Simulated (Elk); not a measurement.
# Worked example: self-consistent single point of CaSe (Fm-3m, 2 atoms in the cell) in Elk

Method: PBE, all-electron FP-LAPW, Elk's shipped species files, APW+lo basis with extra local orbitals in Elk 10.2.4.

Input as run:

```
tasks
  0

xctype
  20

rgkmax
  8.0

gmaxvr
  16.0

nxlo
  2

lorbcnd
  .true.

lmaxi
  3

stype
  0

swidth
  0.0001

maxscl
  100

scale
  1.889726125

avec
    0.0000000000    3.0400410000    3.0400410000
    3.0400410000    0.0000000000    3.0400410000
    3.0400410000    3.0400410000    0.0000000000

sppath
  './'

atoms
  2
  'Ca.in'
  1
  0.0000000000  0.0000000000  0.0000000000    0.0 0.0 0.0
  'Se.in'
  1
  0.5000000000  0.5000000000  0.5000000000    0.0 0.0 0.0

ngridk
  6 6 6
```

Log, with long lists cut:

```
│ Elk code version 10.2.4 │

All units are atomic (Hartree, Bohr, etc.)

│ Ground-state run starting from atomic densities │

Lattice vectors :
   0.000000000       5.744844899       5.744844899
   5.744844899       0.000000000       5.744844899
   5.744844899       5.744844899       0.000000000

Unit cell volume      :    379.1970234
Brillouin zone volume :   0.6541459931

Muffin-tin inner radius fraction :   0.1000000000E-01

Nuclei treated as point charges

Species :    1 (Ca)
 parameters loaded from : Ca.in
 name : calcium
 nuclear charge    :   -20.00000000
 electronic charge :    20.00000000
 atomic mass :    73057.72469
 muffin-tin radius :    2.400000000
 number of radial points in muffin-tin :    497
 atomic positions (lattice), magnetic fields (Cartesian) :
   1 :   0.00000000  0.00000000  0.00000000    0.00000000  0.00000000  0.00000000

Species :    2 (Se)
 parameters loaded from : Se.in
 name : selenium
 nuclear charge    :   -34.00000000
 electronic charge :    34.00000000
 atomic mass :    143935.2748
 muffin-tin radius :    2.400000000
 number of radial points in muffin-tin :    497
 atomic positions (lattice), magnetic fields (Cartesian) :
   1 :   0.50000000  0.50000000  0.50000000    0.00000000  0.00000000  0.00000000

Total number of atoms per unit cell :    2

Spin treatment :
 spin-unpolarised

Number of Bravais lattice symmetries :   48
Number of crystal symmetries         :   48
Crystal has inversion symmetry
Real symmetric eigensolver will be used

k-point grid :      6     6     6
k-point offset :    0.000000000       0.000000000       0.000000000
k-point set is reduced with full crystal symmetry group
Total number of k-points :       16

Muffin-tin radius times maximum |G+k| :    8.000000000
 using average radius
Maximum |G+k| for APW functions       :    3.333333333
Maximum (1/2)|G+k|²                   :    5.555555556
Maximum |G| for potential and density :    16.00000000
 potential will be trimmed for |G| > 2 gkmax
Constant for pseudocharge density :   10
Radial integration step length :    4

G-vector grid sizes :     42    42    42
Number of G-vectors :    26301

Maximum angular momentum used for
 APW functions                      :    8
 outer part of muffin-tin           :    6
 inner part of muffin-tin           :    3

Total nuclear charge    :   -54.00000000
Total core charge       :    28.00000000
Total valence charge    :    26.00000000
Total excess charge     :    0.000000000
Total electronic charge :    54.00000000

Effective Wigner radius, rₛ :    1.187939118

Number of empty states         :    8
Total number of valence states :   21
Total number of core states    :   28

Conduction state local-orbitals added automatically
Total number of local-orbitals :  149

Exchange-correlation functional :     20     0     0
 Perdew-Burke-Ernzerhof, Phys. Rev. Lett. 77, 3865 (1996)
 gradient requirement :    1
 generalised gradient approximation (GGA)

Smearing type :    0
 Gaussian
Smearing width :   0.1000000000E-03
Effective electronic temperature (K) :    31.57750248

Mixing type :    3
 Broyden mixing, J. Phys. A: Math. Gen. 17, L317 (1984)

Kohn-Sham potential initialised from atomic data

│ Self-consistent loop started │
│ Loop number : 1 │
 total energy                :     -3117.92296969
│ Loop number : 2 │
 total energy                :     -3117.83727806
RMS change in Kohn-Sham potential (target) :   0.2495752471     (  0.1000000000E-05)
Absolute change in total energy (target)   :   0.8569162845E-01 (  0.1000000000E-03)
│ Loop number : 3 │
 total energy                :     -3116.36772085
RMS change in Kohn-Sham potential (target) :   0.1959508964     (  0.1000000000E-05)
Absolute change in total energy (target)   :    1.490980114     (  0.1000000000E-03)
│ Loop number : 4 │
 total energy                :     -3113.47296541
RMS change in Kohn-Sham potential (target) :   0.8480448933E-01 (  0.1000000000E-05)
Absolute change in total energy (target)   :    3.267500471     (  0.1000000000E-03)
│ Loop number : 5 │
 total energy                :     -3111.16344645
RMS change in Kohn-Sham potential (target) :   0.2060842305E-01 (  0.1000000000E-05)
Absolute change in total energy (target)   :    3.126394076     (  0.1000000000E-03)
│ Loop number : 6 │
 total energy                :     -3111.16613976
RMS change in Kohn-Sham potential (target) :   0.1148115899E-01 (  0.1000000000E-05)
Absolute change in total energy (target)   :   0.7789052115     (  0.1000000000E-03)
│ Loop number : 7 │
 total energy                :     -3110.92566485
RMS change in Kohn-Sham potential (target) :   0.6519013559E-03 (  0.1000000000E-05)
Absolute change in total energy (target)   :   0.4352012165     (  0.1000000000E-03)
│ Loop number : 8 │
 total energy                :     -3110.91797359
RMS change in Kohn-Sham potential (target) :   0.3595928246E-03 (  0.1000000000E-05)
Absolute change in total energy (target)   :   0.1164915588     (  0.1000000000E-03)
│ Loop number : 9 │
 total energy                :     -3110.91017057
RMS change in Kohn-Sham potential (target) :   0.3112487157E-04 (  0.1000000000E-05)
Absolute change in total energy (target)   :   0.3692591543E-01 (  0.1000000000E-03)
│ Loop number : 10 │
 total energy                :     -3110.90968316
RMS change in Kohn-Sham potential (target) :   0.8412450752E-05 (  0.1000000000E-05)
Absolute change in total energy (target)   :   0.9718881129E-02 (  0.1000000000E-03)
│ Loop number : 11 │
 total energy                :     -3110.90937343
RMS change in Kohn-Sham potential (target) :   0.1791964979E-05 (  0.1000000000E-05)
Absolute change in total energy (target)   :   0.2739453435E-02 (  0.1000000000E-03)
│ Loop number : 12 │
 total energy                :     -3110.90932412
RMS change in Kohn-Sham potential (target) :   0.9090284968E-06 (  0.1000000000E-05)
Absolute change in total energy (target)   :   0.7341733676E-03 (  0.1000000000E-03)
│ Loop number : 13 │
 total energy                :     -3110.90929090
RMS change in Kohn-Sham potential (target) :   0.9842130589E-07 (  0.1000000000E-05)
Absolute change in total energy (target)   :   0.2167633588E-03 (  0.1000000000E-03)
│ Loop number : 14 │
 total energy                :     -3110.90929254
RMS change in Kohn-Sham potential (target) :   0.5296571630E-07 (  0.1000000000E-05)
Absolute change in total energy (target)   :   0.5255131327E-04 (  0.1000000000E-03)
Convergence targets achieved

│ Loop number : 15 │

Energies :
 Fermi                       :     0.126929735684
 sum of eigenvalues          :     -1803.88838038
 electron kinetic            :      3173.70470813
 core electron kinetic       :      2920.81952637
 Coulomb                     :     -6160.24682119
 Coulomb potential           :     -4816.11361010
 nuclear-nuclear             :     -324.802921479
 electron-nuclear            :     -6854.77418932
 Hartree                     :      1019.33028961
 Madelung                    :     -3752.19001614
 xc potential                :     -161.479478420
 exchange                    :     -121.914795467
 correlation                 :     -2.45238719295
 total energy                :     -3110.90929571

Density of states at Fermi energy :   0.8410307507E-05
 (states/Hartree/unit cell)

Estimated indirect band gap :   0.8136408539E-01
 from k-point      1 to k-point     13
Estimated direct band gap   :   0.1073377514
 at k-point      1

Charges :
 core                        :    28.00000000
 valence                     :    26.00000000
 interstitial                :    3.328822994
 muffin-tins (core leakage)
  species :    1 (Ca)
   atom    1                 :    18.12288893     (  0.1939480931E-07)
  species :    2 (Se)
   atom    1                 :    32.54828808     (  0.5849194796E-04)
 total in muffin-tins        :    50.67117701
 total calculated charge     :    53.99568525
 total charge                :    54.00000000
 error                       :   0.4314749997E-02

│ Self-consistent loop stopped │
```

The run converged in 15 iterations. The count includes the last loop, which Elk runs after its targets are met.

The starting cell comes from a database of computed structures (which also holds hypothetical and non-ambient phases and stackings), without a prior relaxation at this level. Its lattice was rescaled by a random factor within 2.5 % of one. Values depend on the basis (sphere radii, cutoffs, local orbitals), which need not be converged.
